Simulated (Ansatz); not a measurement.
Sensitivity of a calculation on MoSi₂ (I4/mmm, 3 atoms in the cell) to its settings

```
CELL_PARAMETERS angstrom
     -1.59810     1.59810     3.90812
      1.59810    -1.59810     3.90812
      1.59810     1.59810    -3.90812
ATOMIC_POSITIONS crystal
  Si 0.66500 0.66500 0.00000
  Si 0.33500 0.33500 0.00000
  Mo 0.00000 0.00000 0.00000
```

Base run A: PBEsol, PAW files made with PBE (Ansatz, an electronic-structure program), self-consistent single point.

Its settings: basis.ecutwfc = 420 eV; kpoints.mp_grid.grid = 17 17 17; hamiltonian.xc = pbesol; hamiltonian.pseudopotentials = {kind: paw} (an earlier, softer set of the program's PAW files); scf.occupations.method = cold; scf.occupations.width = 0.136 eV.

The starting cell has typed, rounded lattice constants, without a prior relaxation at this level. Its lattice was rescaled by a random factor within 2.5 % of one. Spin polarisation is off. Ansatz's pressure includes its estimate of the finite-basis (Pulay) stress.

ΔF is the free energy per atom less that of run A. A dash stands where there is no value to compare (another energy zero or no entropy term, no result, no spin, no clean gap, or a mesh too coarse for one). Total energies depend on the potentials, the functional and any Hubbard or dispersion term, so they are compared only between runs that share all of them.

Runs:
- B: hamiltonian.dispersion: default → d3bjatm [PBEsol-D3BJ-ATM]
- C: hamiltonian.pseudopotentials: {kind: paw} (an earlier, softer set of the program's PAW files) → {kind: paw_fr}; magnetization.noncollinear: default → true; magnetization.spin_orbit: default → true [PBEsol with spin-orbit coupling]
- D: kpoints.mp_grid.grid: 17 17 17 → 4 4 4
- E: 1 x 1 x 2 supercell, mesh divided and rounded up; kpoints.mp_grid.grid: 17 17 17 → 17 17 9
- F: scf.occupations.width: 0.136 eV → 0.3 eV
- G: hamiltonian.xc: pbesol → blyp [BLYP]
- H: scf.self_checks: default → high
- I: scf.mixing.algorithm: default (the program chose MSR1) → broyden; scf.mixing.beta: default → 0.9

```tsv
run	ΔF (meV/atom)	pressure (GPa)	largest force (eV/Å)	k-points	valence electrons
A	0.00	-0.63	0.014	405	22
B	–	-5.93	0.017	405	22
C	–	-0.62	0.012	405	22
D	13.8	-0.38	0.164	13	22
E	0.03	-0.63	0.019	693	44
F	0.93	-0.71	0.012	405	22
G	–	13.51	0.028	405	22
H	0.00	-0.63	0.014	405	22
I	0.00	-0.63	0.014	405	22
```

Run D against A: The free energy goes up by 13.8 meV/atom, the pressure goes from -0.63 to -0.38 GPa and the largest force goes from 0.014 to 0.164 eV/Å.

Run B against A: The pressure goes from -0.63 to -5.93 GPa and the largest force hardly changes (0.014 to 0.017 eV/Å).

Keys are those of Ansatz 0.2.
